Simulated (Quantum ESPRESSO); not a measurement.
# Effort and miss along a sweep of K_POINTS: BaPtO3 (Pm-3m, 5 atoms in the cell)

```xyz
5
Lattice="4.1746 0.0000 0.0000 0.0000 4.1746 0.0000 0.0000 0.0000 4.1746" Properties=species:S:1:pos:R:3 pbc="T T T"
Ba     0.0000     0.0000     0.0000
Pt     2.0873     2.0873     2.0873
O      2.0873     2.0873     0.0000
O      0.0000     2.0873     2.0873
O      2.0873     0.0000     2.0873
```

Method of the run: LDA (PZ), GBRV 1.5 ultrasoft (LDA) pseudopotentials (plane waves; Quantum ESPRESSO).

Base settings: ecutwfc = 40 Ry; ecutrho = 320 Ry; occupations = smearing; smearing = mp; degauss = 0.0073499 Ry; potentials = {Ba: ba_lda_v1.uspp.F.UPF, Pt: pt_lda_v1.4.uspp.F.UPF, O: o_lda_v1.2.uspp.F.UPF}; K_POINTS = automatic 11 11 11 0 0 0; conv_thr = 1e-10 Ry.

Misses are taken against the tightest run, automatic 19 19 19 0 0 0, which need not be fully converged itself. The energy is the free energy per atom.

The count of work is k-points × plane waves × bands × iterations; it is no time, and leaves out set-up, grids and terms that scale otherwise. Core times come from one kind of shared machine and are given to one figure; runs under 30 s give none.

The starting cell comes from a database of computed structures (which also holds hypothetical and non-ambient phases and stackings), without a prior relaxation at this level. Its lattice was rescaled by a random factor within 2.5 % of one. Spin polarisation is off. In the base run, with a pressure of about -16 GPa the cell is away from its equilibrium volume at this level.

The runs (K_POINTS): automatic 1 1 1 0 0 0 | automatic 2 2 2 0 0 0 | automatic 3 3 3 0 0 0 | automatic 4 4 4 0 0 0 | automatic 5 5 5 0 0 0 | automatic 6 6 6 0 0 0 | automatic 7 7 7 0 0 0 | automatic 8 8 8 0 0 0 | automatic 9 9 9 0 0 0 | automatic 11 11 11 0 0 0 | automatic 13 13 13 0 0 0 | automatic 16 16 16 0 0 0 | automatic 19 19 19 0 0 0.

### Question
Which is the coarsest setting among those run that, with all tighter ones, holds the energy within 2 meV/atom of the reference, and what does it save?

### Answer
automatic 9 9 9 0 0 0, off by 1.3 meV/atom; it needs 0.15 of the reference's count of work and about 0.2 of the reference's time.

### Question
Which is the coarsest setting among those run that, with all tighter ones, holds the energy within 1 meV/atom of the reference, and what does it save?

### Answer
automatic 13 13 13 0 0 0, off by 0.33 meV/atom; it needs 0.35 of the reference's count of work and about 0.4 of the reference's time.

### Question
For at most 0.2 times the reference's count of work, which run misses the energy least?

### Answer
automatic 9 9 9 0 0 0, with a miss of 1.3 meV/atom at a count of 0.15.

### Question
What does the step from automatic 8 8 8 0 0 0 to automatic 16 16 16 0 0 0 buy?

### Answer
It takes the miss in the energy from 5.1 to 0.29 meV/atom, for 4.7 times the count of work and roughly 2 times the time.

```csv
K_POINTS,energy less reference (meV/atom),pressure less reference (GPa),count of work / reference,core time / reference (rough)
automatic 1 1 1 0 0 0,2437.99,24.34,0.014,0.4
automatic 2 2 2 0 0 0,101.89,3.42,0.029,0.2
automatic 3 3 3 0 0 0,23.63,1.83,0.019,0.2
automatic 4 4 4 0 0 0,-28.20,1.54,0.043,0.2
automatic 5 5 5 0 0 0,-15.98,0.83,0.041,0.2
automatic 6 6 6 0 0 0,-16.33,0.30,0.086,0.2
automatic 7 7 7 0 0 0,-10.75,-0.05,0.083,0.2
automatic 8 8 8 0 0 0,-5.10,-0.32,0.15,0.3
automatic 9 9 9 0 0 0,-1.32,-0.07,0.15,0.2
automatic 11 11 11 0 0 0,-1.27,-0.47,0.23,0.4
automatic 13 13 13 0 0 0,0.33,-0.26,0.35,0.4
automatic 16 16 16 0 0 0,0.29,-0.19,0.71,0.7
automatic 19 19 19 0 0 0,0.00,0.00,1.0,1
```
